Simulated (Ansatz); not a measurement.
Start from Sn in the diamond structure (space group Fd-3m, No. 227; a = 6.5665 Å). Axes: x, y, z lie along the cube axes.

All numbers come from r2SCAN in Ansatz (plane waves to 500 eV, PAW, no spin-orbit coupling).

Base values:

The volume per atom is 35.39 Å³ and the pressure is 0.0 GPa.

Modification: tensile biaxial strain of 1.67 % in the plane normal to [111], as in epitaxy on a mismatched substrate; the out-of-plane cell vector and the atoms relax.

**Question.** Estimate the effect on the energy relative to the base.

**Answer.** The energy rises by 5.5 meV/atom.

**Question.** What does the calculation give for the volume per atom after the change?

**Answer.** The volume per atom increases by 0.87 Å³, from 35.39 Å³ to 36.26 Å³.

**Question.** What happens to the pressure?

**Answer.** The pressure (mean of the normal stresses, compression positive) goes from zero to -1.0 GPa.

Whether these cells are dynamically stable was not tested.

Ansatz is a quantum-chemistry and plane-wave program.
